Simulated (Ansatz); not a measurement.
SnO2 (P4_2/mnm) under hydrostatic pressure (compression positive): electron conductivity mass by r2SCAN, rigid bands (plane waves, PAW, scalar-relativistic; Ansatz, a quantum-chemistry and plane-wave program). The unloaded cell, whose axes the loads refer to:

```xyz
6
Lattice="4.7691 0.0000 0.0000 0.0000 4.7691 0.0000 0.0000 0.0000 3.2120" Properties=species:S:1:pos:R:3 pbc="T T T"
Sn     0.0000     0.0000     0.0000
Sn     2.3846     2.3846     1.6060
O      1.4607     1.4607     0.0000
O      3.3085     3.3085     0.0000
O      3.8452     0.9239     1.6060
O      0.9239     3.8452     1.6060
```

```json
[
 {"hydrostatic pressure (compression positive) (GPa)": "-6", "volume per atom (Å³)": "12.62", "electron conductivity mass (mₑ)": "?"},
 {"hydrostatic pressure (compression positive) (GPa)": "-4", "volume per atom (Å³)": "12.46", "electron conductivity mass (mₑ)": "0.209"},
 {"hydrostatic pressure (compression positive) (GPa)": "-2", "volume per atom (Å³)": "12.31", "electron conductivity mass (mₑ)": "0.215"},
 {"hydrostatic pressure (compression positive) (GPa)": "0", "volume per atom (Å³)": "12.18", "electron conductivity mass (mₑ)": "0.219"},
 {"hydrostatic pressure (compression positive) (GPa)": "2", "volume per atom (Å³)": "12.05", "electron conductivity mass (mₑ)": "0.224"},
 {"hydrostatic pressure (compression positive) (GPa)": "4", "volume per atom (Å³)": "11.93", "electron conductivity mass (mₑ)": "0.228"},
 {"hydrostatic pressure (compression positive) (GPa)": "8", "volume per atom (Å³)": "11.71", "electron conductivity mass (mₑ)": "0.237"},
 {"hydrostatic pressure (compression positive) (GPa)": "12", "volume per atom (Å³)": "11.52", "electron conductivity mass (mₑ)": "0.244"}
]
```

Question: Fit a straight line to ln(electron conductivity mass) against the load over the rows given, and predict the row at -6 GPa.

Answer: The means are x̄ = 2.857 GPa and ȳ = -1.4923; Σ(x − x̄)(y − ȳ) = 1.831 and Σ(x − x̄)² = 190.9, so the slope is 0.959 % per GPa, and the rows given lie within 0.73 % of the line. At -6 GPa the line gives 0.207 mₑ; the calculation gives 0.204 mₑ, 1.2 % from it.

Masses are for dilute carriers at 300 K, harmonic means over directions unless an axis is named. Spin-orbit coupling is left out. Stresses and pressures are the targets of the relaxation. The structure type is held at every load. Geometry: cell and atoms relaxed with PBEsol.
